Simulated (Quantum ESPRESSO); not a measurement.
## Equation of state of zinc-blende BeTe (space group 216): energy against volume (Quantum ESPRESSO, PBE)

```xyz
2
Lattice="0.0000 2.7649 2.7649 2.7649 0.0000 2.7649 2.7649 2.7649 0.0000" Properties=species:S:1:pos:R:3 pbc="T T T"
Be     0.0000     0.0000     0.0000
Te     4.1474     4.1474     4.1474
```

Computed with PBE, PSlibrary PAW (PBE) pseudopotentials (plane waves; Quantum ESPRESSO 7.5). Settings: ecutwfc = 52 Ry; ecutrho = 312 Ry; occupations = smearing; smearing = fd; degauss = 0.000734986 Ry; potentials = {Be: Be.pbe-n-kjpaw_psl.1.0.0.UPF, Te: Te.pbe-n-kjpaw_psl.1.0.0.UPF}; K_POINTS = automatic 10 10 10 0 0 0; conv_thr = 1e-10 Ry. The cell above is the first row's. The rows scale it uniformly. In all rows fractional positions and the k mesh are held. E is the free energy at the stated smearing, counted from the lowest row.

```
V (Å^3/atom)  E (meV/atom)
------------  ------------
21.138               21.83
21.597               10.46
22.057                3.32
22.516                0.00
22.976                0.13
23.435                3.38
23.895                9.45
24.354               18.06
24.814                   ?
```

Fit E against V with the third-order Birch-Murnaghan form, a cubic in V^(-2/3), and predict the withheld value at V = 24.814.

With u = V^(-2/3) - 0.125, the rows have u = 0.005805, 0.003945, 0.002146, 0.000412, -0.001268, -0.002888, -0.004461, -0.005980. Least squares gives E = -0.272 + 420.4·u + 583169·u² + 45108·u³. Residuals (row less fit): 0.001, -0.005, 0.004, 0.000, -0.002, 0.003, -0.004, 0.001; standard error 0.004 (degrees of freedom: 4). Its minimum lies at u = -0.000360, so V0 = (0.124640)^(-3/2) = 22.73. There d²E/du² = 1166000 and d³E/du³ = 270600, so B0 = (4/9) × 22.73^(-7/3) × 1166000 × 0.160218 = 56.8 GPa (the last factor turns the table's units into GPa), and B0' = 4 + (2/3) × 0.124640 × (270600)/1166000 = 4.0. The program's pressures in the fitted runs (not shown) pass through zero at V = 22.72, 0.00 % from this V0. At the withheld row, u = -0.007456, so E = -0.272 + 420.4 × (-0.007456) + 583169 × (-0.007456)² + 45108 × (-0.007456)³ = 28.994 meV/atom. The calculation gives 28.98 meV/atom, 0.014 meV/atom below the prediction (under 0.05 % of the range of E in the table). The row lies outside the fitted rows, so this is an extrapolation. From the scatter of the fitted rows alone, a prediction at this place has a standard error of 0.011 meV/atom, so the miss is 1.3 times that.

Carrying the step between the two nearest rows on in a straight line would have given 26.69, off by 2.29; series whose last step already gives the withheld value aren't shown. The scan was laid around a cell of about the measured size, scaled by a guess for this functional. The runs keep the symmetry of the cell, so they don't test it for distortions. Spin-orbit coupling is off. Cutoffs and mesh are single choices, not tested for convergence of this quantity. Series with a scatter that would blur these digits, or in which a gap closes, are not shown. Nor are scans whose minimum lies at an end fitted in this form.
